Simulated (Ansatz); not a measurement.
```xyz
6
Lattice="3.6044 0.0000 0.0000 0.0000 3.6044 0.0000 0.0000 0.0000 5.1753" Properties=species:S:1:pos:R:3 pbc="T T T"
Hf     0.0000     0.0000     0.0000
Hf     1.8022     1.8022     2.5877
O      0.0000     1.8022     1.0275
O      0.0000     1.8022     3.6152
O      1.8022     0.0000     1.5601
O      1.8022     0.0000     4.1478
```

No spin polarisation.

Level of theory: PBE in Ansatz (plane waves to 420 eV, PAW, no spin-orbit coupling). Settings: 9×9×6 k-points, 0.05 eV Fermi–Dirac smearing.

Question: Predict the band gap, gap character, stress and electron mass.

Answer: The band gap comes out as 4.59 eV and the gap character is indirect, M–Γ (62 % along) → Γ. The stress (xx, yy, zz, yz, xz, xy; compression positive) comes out as (1.10, 1.10, 4.96, 0.00, 0.00, 0.00) GPa and the electron mass is 1.9 mₑ along z, 0.60 mₑ across (at Γ).

Spin-orbit coupling, missing from the scalar runs, can matter with Hf. The cells carry an imposed strain or load. Masses are band curvatures over ±0.01 Å⁻¹ around the edge. Stability against distortions was not tested. The cell was made from HfO$_{2}$ (space group P4_2/nmc, No. 137) by this change: uniaxial strain ε_zz = −1.69 %. This is not the structure that HfO2 has at room temperature and ambient pressure.

Ansatz is a first-principles code.
